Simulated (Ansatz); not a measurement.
Output of an Ansatz run (abridged):

```
WARN the atoms were moved onto the symmetric positions of the space group found under crystal.symmetry.tolerance 1.0e-5 (fractional …
WARN ansatz: RAYON_NUM_THREADS=1 ignored (pool sized by the plan → 1); use --threads N
Pseudopotentials: kind: paw
Pseudopotential: In, paw, valence charge 13
Pseudopotential: Se, paw, valence charge 16
Crystal: 8 atoms, lattice volume = 259.952 Å³
Basis set: ecut = 420 eV, 5077 PW (Γ)
Bands: 70, of which v1, the nominal top of the filled ones, is band 58 counted from 1 (57 counted from 0)
Symmetry: 6 space group operations
Space group: P3m1 (ITA 156), of the structure as read, at distance tolerance 6.4e-5 Å
k-points: 4 of 16 (time reversal used)
PAW frozen core: In, regenerated for the run's functional, and the local potential with it
PAW frozen core: Se, regenerated for the run's functional, and the local potential with it
Initial density: superposition of atomic densities (neutral atoms: chi_scale 0, normalization atom), corrected by the library's trained network
Initial wavefunctions: pseudopotential atomic-orbital guess
Eigensolver: davidson
Functional: x = slater, c = lda
SCF iter   1: F=—  HF=-43365.061169 eV  |F-HF|=—  |Δ(HF+E_count)|=         —  Δρ=6.18e-3  dr2=8.15e-2  ethr=1.77e-3  ⟨swp⟩=4.8  Hψ=946  notcnv=0  defer=38
all-band conjugate gradients solve this SCF's bands
preconditioner: auto → Resta (q_TF=auto, 2.385 Å⁻¹)
SCF iter   2: F=—  HF=-43365.038677 eV  |F-HF|=—  |Δ(HF+E_count)|=   2.25e-2  Δρ=2.51e-3  dr2=9.20e-3  ethr=7.03e-5  ⟨swp⟩=2.2  Hψ=480  notcnv=0  defer=40
SCF iter   3: F=—  HF=-43365.036894 eV  |F-HF|=—  |Δ(HF+E_count)|=   1.78e-3  Δρ=7.74e-4  dr2=2.32e-3  ethr=7.93e-6  ⟨swp⟩=2.0  Hψ=410  notcnv=0  defer=40
SCF iter   4: F=—  HF=-43365.036770 eV  |F-HF|=—  |Δ(HF+E_count)|=   1.24e-4  Δρ=3.51e-4  dr2=1.73e-3  ethr=2.00e-6  ⟨swp⟩=2.0  Hψ=296  notcnv=0  defer=40
SCF iter   5: F=—  HF=-43365.036646 eV  |F-HF|=—  |Δ(HF+E_count)|=   1.23e-4  Δρ=1.33e-4  dr2=1.39e-4  ethr=1.49e-6  ⟨swp⟩=2.0  Hψ=282  notcnv=0  defer=40
SCF iter   6: F=—  HF=-43365.036648 eV  |F-HF|=—  |Δ(HF+E_count)|=   1.36e-6  Δρ=4.36e-5  dr2=8.98e-6  ethr=1.20e-7  ⟨swp⟩=2.0  Hψ=283  notcnv=0  defer=30
SCF iter   7: F=—  HF=-43365.036623 eV  |F-HF|=—  |Δ(HF+E_count)|=   2.46e-5  Δρ=8.65e-6  dr2=4.86e-7  ethr=7.74e-9  ⟨swp⟩=2.0  Hψ=311  notcnv=0  defer=30
SCF iter   8: F=-43365.036623 eV  HF=-43365.036623 eV  |F-HF|=8.79e-9  |Δ(HF+E_count)|=   1.56e-7  Δρ=3.15e-6  dr2=5.84e-8  ethr=8.62e-11  ⟨swp⟩=11.0  Hψ=1478  notcnv=0
SCF 1 converged in 8 iterations: F = -43365.036623 eV  dr2 = 5.84e-8
SCF converged after 8 iterations
Free energy (F): -43365.036623 eV
Harris-Foulkes:  -43365.036623 eV  (|F-HF|=8.79e-9)
Internal energy: -43365.036623 eV  (E = F + TS)
E sigma→0 (E₀):  -43365.036623 eV
Fermi energy:    5.483878 eV
--- Per-component energies (eV) ---
  E_band       = -2005.700691
  E_kinetic    = 1447.426017
  E_local      = -17104.090879  (includes V_loc(G=0)·N_el)
  E_nonlocal   = -875.605062
  E_hartree    = 7840.688057
  E_xc         = -1264.792020
  E_vxc        = -793.649495  (∫ρ·V_xc dr)
  E_paw        = -23370.627173  (= ΣΔE_a)
  E_vpaw       = -361.166455  (= ΣTr[D̂ρ^β])
  E_aug_tail   = -0.002364  (compensation charges beyond the density's cutoff)
  E_ewald      = -10048.040794
  E_core_change = 10.007595  (= ΣΔE_core)
  E_smearing   = -0.000000  (= −TS)
  E_closure    = 0.000000  (closes the sum)
  Σ components = -43365.036623   (vs F -43365.036623, Δ=0.00e0)
--- Forces (eV/Å), atoms counted from 1 ---
  atom   1  In     0.00000000    -0.00000000    -0.45153926
  atom   2  In    -0.00000000     0.00000000     0.15775364
  atom   3  In     0.00000000     0.00000000    -0.02482350
  atom   4  In     0.00000000     0.00000000     0.03354410
  atom   5  Se    -0.00000000    -0.00000000     0.25440914
  atom   6  Se     0.00000000    -0.00000000    -0.26330133
  atom   7  Se     0.00000000     0.00000000     0.03337902
  atom   8  Se    -0.00000000     0.00000000     0.26061450
  max |Σ_I F_I| component: 3.63e-5 eV/Å
--- Stress (GPa, compression-positive) ---
       -2.418500       0.000000       0.000000
        0.000000      -2.418500      -0.000000
        0.000000      -0.000000      -2.766577
  P = ⅓ Tr σ = -2.5345 GPa (-25.345 kbar)
  The stress holds the Pulay correction. Without it, at fixed plane waves, as pw.x and ABINIT print it: P = -2.5576 GPa
--- Band table (eV) ---
  k-point 0: bands = ["-41.9370", "-41.9370", "-41.9001", "-41.9001", "-41.8871", "-41.8715", "-41.8715", "-41.8645", "-41.8645", "-41.8430", "-41.8430", "-41.8360", "-41.8360", "-41.8327", "-41.8266", "-41.8266", "-41.8257", "-41.7991", "-41.7991", [...]
  k-point 1: bands = ["-41.9369", "-41.9368", "-41.9002", "-41.9001", "-41.8870", "-41.8715", "-41.8714", "-41.8644", "-41.8643", "-41.8430", "-41.8430", "-41.8361", "-41.8360", "-41.8326", "-41.8266", "-41.8265", "-41.8256", "-41.7991", "-41.7991", [...]
  k-point 2: bands = ["-41.9369", "-41.9367", "-41.9002", "-41.9001", "-41.8869", "-41.8715", "-41.8713", "-41.8644", "-41.8642", "-41.8431", "-41.8430", "-41.8361", "-41.8360", "-41.8325", "-41.8266", "-41.8264", "-41.8256", "-41.7992", "-41.7991", [...]
  k-point 3: bands = ["-41.9369", "-41.9368", "-41.9002", "-41.9002", "-41.8869", "-41.8714", "-41.8713", "-41.8644", "-41.8643", "-41.8431", "-41.8430", "-41.8361", "-41.8361", "-41.8325", "-41.8265", "-41.8264", "-41.8256", "-41.7992", "-41.7991", [...]
```

The structure:

```
CELL_PARAMETERS angstrom
      4.06757     0.00000     0.00000
     -2.03378     3.52262     0.00000
      0.00000     0.00000    18.14232
ATOMIC_POSITIONS crystal
  In 0.00000 0.00000 0.58015
  In 0.00000 0.00000 0.42261
  In 0.33333 0.66667 0.92261
  In 0.33333 0.66667 0.07739
  Se 0.66667 0.33333 0.85300
  Se 0.66667 0.33333 0.14700
  Se 0.33333 0.66667 0.64702
  Se 0.33333 0.66667 0.35298
```

Reconstruct the input of this run.

Other spellings and defaults could give the same log, and not every line can be read from it. The input that was run (DFT, LDA (PW92), plane waves, default PAW files made with PBE):

Ansatz 0.2 input:
```yaml
crystal:
  lattice:
    - [4.067567, 0.000000, 0.000000]
    - [-2.033783, 3.522616, 0.000000]
    - [0.000000, 0.000000, 18.142320]
  atoms:
    - { symbol: In, position_ang: [0.000000, 0.000000, 10.525194] }
    - { symbol: In, position_ang: [0.000000, 0.000000, 7.667126] }
    - { symbol: In, position_ang: [-0.000002, 2.348412, 16.738286] }
    - { symbol: In, position_ang: [-0.000002, 2.348412, 1.404034] }
    - { symbol: Se, position_ang: [2.033786, 1.174204, 15.475399] }
    - { symbol: Se, position_ang: [2.033786, 1.174204, 2.666921] }
    - { symbol: Se, position_ang: [-0.000002, 2.348412, 11.738444] }
    - { symbol: Se, position_ang: [-0.000002, 2.348412, 6.403876] }
basis:
  ecutwfc: 420.0
kpoints:
  mp_grid:
    grid: [4, 4, 1]
hamiltonian:
  xc: lda
  pseudopotentials:
    kind: paw
scf:
  occupations:
    method: fixed
output:
  forces: true
  eigenvalues: true
  stress: true
```

The starting cell comes from a database of computed structures (which also holds hypothetical and non-ambient phases and stackings), without a prior relaxation at this level. Its lattice was rescaled by up to half a per cent. One atom was moved a little off its site on purpose. Ansatz's pressure includes its estimate of the finite-basis (Pulay) stress.

Ansatz is a program for electronic structure.
